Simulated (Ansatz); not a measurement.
System: corundum Ga2O3 (metastable phase). Method: r²SCAN-D4 in Ansatz (PAW).

Settings: plane-wave cutoff 560 eV, 8×8×8 k mesh, Fermi–Dirac smearing 0.01 eV, scalar-relativistic PAW data made under PBE.

The cell is scaled about its equilibrium volume:

Shape and atoms are relaxed at each volume.

```json
[
 {"V (Å³/atom)": "9.180", "P (GPa)": "10.63", "direct gap at Γ (eV)": "4.396", "smallest gap on the k mesh (eV)": "4.128", "c (Å)": "13.176"},
 {"V (Å³/atom)": "9.371", "P (GPa)": "5.03", "direct gap at Γ (eV)": "4.145", "smallest gap on the k mesh (eV)": "3.892", "c (Å)": "13.288"},
 {"V (Å³/atom)": "9.563", "P (GPa)": "-0.01", "direct gap at Γ (eV)": "3.903", "smallest gap on the k mesh (eV)": "3.662", "c (Å)": "13.398"},
 {"V (Å³/atom)": "9.754", "P (GPa)": "-4.53", "direct gap at Γ (eV)": "3.669", "smallest gap on the k mesh (eV)": "3.441", "c (Å)": "13.505"},
 {"V (Å³/atom)": "9.945", "P (GPa)": "-8.59", "direct gap at Γ (eV)": "3.444", "smallest gap on the k mesh (eV)": "3.227", "c (Å)": "13.610"}
]
```

The fundamental gap (3.64 eV at the equilibrium volume, with added k points) lies elsewhere than Γ–Γ.

Note: the bulk modulus comes from volumes at which shape and atoms were relaxed.

Spin–orbit coupling is not included.

Ansatz is a quantum-chemistry and plane-wave program.
